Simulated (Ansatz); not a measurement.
AlB2-type ZrB2 was calculated with revPBE (Ansatz, a first-principles code, plane waves, PAW).

Settings: plane-wave cutoff 520 eV, 24×24×16 k mesh (along the axes of the cell as run), Fermi–Dirac smearing 0.05 eV, scalar-relativistic PAW data made under PBE.

Computed points:

```tsv
V (Å³/atom)	E − E_lowest (meV/atom)	P (GPa)
9.983	12.83	10.22
10.191	3.10	4.86
10.399	0.00	0.00
10.607	2.90	-4.40
10.815	11.24	-8.38
```

Problem. Estimate the bulk modulus from the pressures at 10.191 and 10.607 Å³/atom, and compare it with a fit to all energies.

Solution. B = −V dP/dV. Between V = 10.191 and 10.607 Å³/atom, dP/dV = (-4.40 − (4.86))/(10.607 − 10.191) = -22.3 GPa per Å³/atom; at the midpoint 10.399 Å³/atom this gives B ≈ 231 GPa. The third-order Birch–Murnaghan fit gives V0 = 10.399 Å³/atom, B0 = 231 GPa, B′ = 4.0, which lies within 1 % of that estimate.

Shape and atoms are relaxed at each volume.

Note: the bulk modulus comes from volumes at which shape and atoms were relaxed.

Static lattice: no zero-point or thermal effects.
